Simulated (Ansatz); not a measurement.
## One base run on MoSi2 (I4/mmm, 3 atoms in the cell) and variants with one or two settings moved

```xyz
3
Lattice="-1.5827 1.5827 3.8704 1.5827 -1.5827 3.8704 1.5827 1.5827 -3.8704" Properties=species:S:1:pos:R:3 pbc="T T T"
Si     0.0000     0.0000     5.1477
Si     0.0000     0.0000     2.5932
Mo     0.0000     0.0000     0.0000
```

Base run A: PBE, PAW files (Ansatz, a program for electronic structure), self-consistent single point.

Its settings: basis.ecutwfc = 420 eV; kpoints.mp_grid.grid = 10 10 10; hamiltonian.xc = pbe; hamiltonian.pseudopotentials = {kind: paw} (an earlier, softer set of the program's PAW files); scf.occupations.method = gaussian; scf.occupations.width = 0.2 eV.

The starting cell has typed, rounded lattice constants, without a prior relaxation at this level. Its lattice was rescaled by a random factor within 2.5 % of one. Spin polarisation is off. In the base run, with a pressure of about 11 GPa the cell is away from its equilibrium volume at this level. Ansatz's pressure includes its estimate of the finite-basis (Pulay) stress.

ΔF is the free energy per atom less that of run A. 

Runs C sample the zone with one or two k-points, far too few for so small a cell.

Runs:
- B: kpoints.mp_grid.grid: 10 10 10 → 7 7 7; scf.occupations.width: 0.2 eV → 0.03 eV
- C: 2 x 2 x 1 supercell at the zone centre alone; kpoints.mp_grid.grid: 10 10 10 → 1 1 1
- D: kpoints.mp_grid.grid: 10 10 10 → 4 4 4
- E: crystal.symmetry.detect: default → false
- F: scf.occupations.width: 0.2 eV → 0.3 eV
- G: scf.algorithm: default → direct_min
- H: scf.mixing.preconditioner: default (the program chose Kerker) → local_kerker

```json
[
 {"run": "A", "ΔF (meV/atom)": "0.00", "pressure (GPa)": "11.43", "largest force (eV/Å)": "0.094", "k-points": "102", "valence electrons": "22"},
 {"run": "B", "ΔF (meV/atom)": "-0.04", "pressure (GPa)": "11.40", "largest force (eV/Å)": "0.102", "k-points": "40", "valence electrons": "22"},
 {"run": "C", "ΔF (meV/atom)": "22.4", "pressure (GPa)": "12.31", "largest force (eV/Å)": "1.568", "k-points": "1", "valence electrons": "88"},
 {"run": "D", "ΔF (meV/atom)": "13.0", "pressure (GPa)": "11.65", "largest force (eV/Å)": "0.276", "k-points": "13", "valence electrons": "22"},
 {"run": "E", "ΔF (meV/atom)": "0.00", "pressure (GPa)": "11.43", "largest force (eV/Å)": "0.094", "k-points": "504", "valence electrons": "22"},
 {"run": "F", "ΔF (meV/atom)": "-1.14", "pressure (GPa)": "11.45", "largest force (eV/Å)": "0.107", "k-points": "102", "valence electrons": "22"},
 {"run": "G", "ΔF (meV/atom)": "0.00", "pressure (GPa)": "11.43", "largest force (eV/Å)": "0.095", "k-points": "102", "valence electrons": "22"},
 {"run": "H", "ΔF (meV/atom)": "0.00", "pressure (GPa)": "11.43", "largest force (eV/Å)": "0.095", "k-points": "102", "valence electrons": "22"}
]
```

Run F against A: The free energy falls by 1.1 meV/atom, the pressure moves little (11.43 to 11.45 GPa) and the largest force goes from 0.094 to 0.107 eV/Å.

Run B against A: The free energy stays essentially unchanged (within 1 meV/atom), the pressure moves little (11.43 to 11.40 GPa) and the largest force goes from 0.094 to 0.102 eV/Å.

Run C against A: The free energy rises by 22.4 meV/atom, the pressure goes from 11.43 to 12.31 GPa and the largest force goes from 0.094 to 1.568 eV/Å.

Keys are those of Ansatz 0.2.
